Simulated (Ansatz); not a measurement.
Take CdGeAs₂ in the chalcopyrite structure (space group I-42d, No. 122; a = 6.0473 Å, c = 11.4897 Å) as the base. Axes: x, y, z lie along a, b, c of the conventional cell.

Computed with PBE, PAW, 420 eV (Ansatz, a program for electronic structure; no spin-orbit coupling).

Base values:

- Shortest interatomic distance: 248.4 pm

Now apply this change: tensile biaxial strain of 1.15 % in the plane normal to [001], as in epitaxy on a mismatched substrate; the out-of-plane cell vector and the atoms relax.

Problem. What does the calculation give for the energy relative to the base after the change?

Solution. The energy increases by 1.5 meV/atom.

Problem. How does this affect the shortest interatomic distance?

Solution. The shortest interatomic distance goes up by 0.53 pm to 249.0 pm.

Problem. Estimate the effect on the out-of-plane strain.

Solution. The out-of-plane strain amounts to -1.35 %.

Stability against distortions was not tested.
